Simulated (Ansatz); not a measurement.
The reference is TaC in the rock salt structure (space group Fm-3m, No. 225; relaxed with 0.1 eV smearing).

```cif
data_CTa
_chemical_formula_sum 'C1 Ta1'
_space_group_name_H-M_alt 'P 1'
_space_group_IT_number 1
_cell_length_a 3.13958
_cell_length_b 3.13958
_cell_length_c 3.13958
_cell_angle_alpha 60.000
_cell_angle_beta 60.000
_cell_angle_gamma 60.000
loop_
_space_group_symop_operation_xyz
  'x, y, z'
loop_
_atom_site_label
_atom_site_type_symbol
_atom_site_fract_x
_atom_site_fract_y
_atom_site_fract_z
_atom_site_occupancy
C1 C 0.00000 0.00000 0.00000 1
Ta1 Ta 0.50000 0.50000 0.50000 1
```

The values are results of Kohn–Sham DFT with the PBEsol functional, run in Ansatz (a quantum-chemistry and plane-wave program) with PAW and 420 eV plane waves, no spin-orbit coupling, not measurements.

Before the change:

```
Item        Value
--------  -------
Pressure  0.0 GPa
```

One thing is altered: every lattice vector is stretched by 1.44 %; the atoms relax in the strained cell.

### Question
Estimate the effect on the energy relative to the base and pressure.

### Answer
The energy goes up by 21 meV/atom; the pressure goes from zero to -13.5 GPa.

Stability against distortions was not tested. All final runs are without spin polarisation. An odd electron count without spin: TaC.
